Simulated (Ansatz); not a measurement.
The parent structure is CaF2 (space group Pmc2_1, No. 26; a = 3.470 Å, b = 4.105 Å, c = 5.876 Å; a cell from a computed database, its experimental status unchecked).

The same geometry is solved again with r2SCAN.

Levels (all Ansatz, a quantum-chemistry and plane-wave program, PAW): r2SCAN (500 eV, no spin-orbit coupling); PBEsol (420 eV, no spin-orbit coupling).

Base, band edges from the VBM (valence, conduction): R -0.12, 8.30; S 0.00, 7.85; T -0.65, 7.49; Y -0.53, 6.84; U -0.66, 8.19; X -0.50, 8.09; Z -0.40, 7.41; Γ -0.41, 6.32 eV.

Problem. Give the band edges at the high-symmetry points of the new zone, measured from its valence-band maximum.

Solution. 
```tsv
point	valence edge (eV)	conduction edge (eV)
Γ	-0.40	7.11
X	-0.49	8.85
S	0.00	8.61
Y	-0.53	7.64
Z	-0.39	8.18
U	-0.66	8.94
R	-0.12	9.05
T	-0.64	8.29
```

The gap is 7.11 eV, indirect, S → Γ.

Single points use the geometry relaxed with PBEsol. Semilocal Kohn–Sham gaps tend to fall short of experiment. Stability against distortions was not tested.
